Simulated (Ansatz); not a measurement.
Na: alloy series

Take Na in the bcc (W type) structure (space group Im-3m, No. 229; a = 4.222 Å) as the base.

The other end (x = 1) is K in the bcc (W type) structure (space group Im-3m, No. 229): 76.33 Å³/atom, gap zero.

K replaces a fraction x of Na; each row is one arrangement (x, atoms in the cell, starting space group or random), fully relaxed.

Computed with r2SCAN (Ansatz, an electronic-structure program; PAW; 500 eV plane waves; no spin-orbit coupling).

Candidates:
(a) x(K) = 0.667, 3 atoms, I4/mmm
(b) x(K) = 0.75, 4 atoms, Immm
(c) x(K) = 0.75, 4 atoms, Fm-3m

Base values:

```
Quantity           Result
---------------  --------
Volume per atom  37.63 Å³
```

Task: Order them by volume per atom, highest first.

Result: (b) x(K) = 0.75, 4 atoms, Immm (65.51 Å³), (c) x(K) = 0.75, 4 atoms, Fm-3m (64.86 Å³), (a) x(K) = 0.667, 3 atoms, I4/mmm (62.45 Å³)

These are small ordered cells, not random alloys; other orderings at the same x differ. Whether these cells are dynamically stable was not tested.
